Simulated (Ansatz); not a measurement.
Functionals compared on CO on the 1x1 (111) surface of fcc Rh, one in a 2x2 cell, started at the site 'hollow Rh-Rh-Rh over Rh at depth 2.2 Å', in Ansatz (plane waves, PAW). The structure was relaxed with PBE; the other rows are single points on it, each with its references at the same level. Cutoff 420 eV (500 eV for r2SCAN).

Model: 18-atom slab, 6.5 Å thick at the start under the adsorbate (thin: gaps and levels are the slab's own), 6x6x1 mesh, Fermi-Dirac 0.1 eV, dipole correction, 8 atoms held, the rest relaxed; held to the start's symmetry, so lower structures may exist; no spin, no spin-orbit, no U, no dispersion correction. At the end it is bonded to 3 Rh. In PBE it is, or lies within 0.03 eV of, the lowest of the starts that converged. These notes are the PBE run's. Adsorption energies are against CO(g). A negative adsorption energy means that the adsorbate is more stable on the surface than in its reference.

```json
[
 {"functional": "PBE", "adsorption energy (eV)": "-1.90", "work function of the top face (eV)": "6.32", "change of the work function (eV)": "1.17", "rough cost of the single point": "–"},
 {"functional": "RPBE", "adsorption energy (eV)": "___", "work function of the top face (eV)": "___", "change of the work function (eV)": "___", "rough cost of the single point": "about 60 core-seconds (a rough figure)"},
 {"functional": "r2SCAN", "adsorption energy (eV)": "-2.03", "work function of the top face (eV)": "6.43", "change of the work function (eV)": "1.29", "rough cost of the single point": "about 110 core-seconds (a rough figure)"}
]
```

Problem. Fill in the missing entries.

Solution. 
- RPBE, adsorption energy (eV): -1.52
- RPBE, work function of the top face (eV): 6.17
- RPBE, change of the work function (eV): 1.21

Ansatz is a first-principles code.
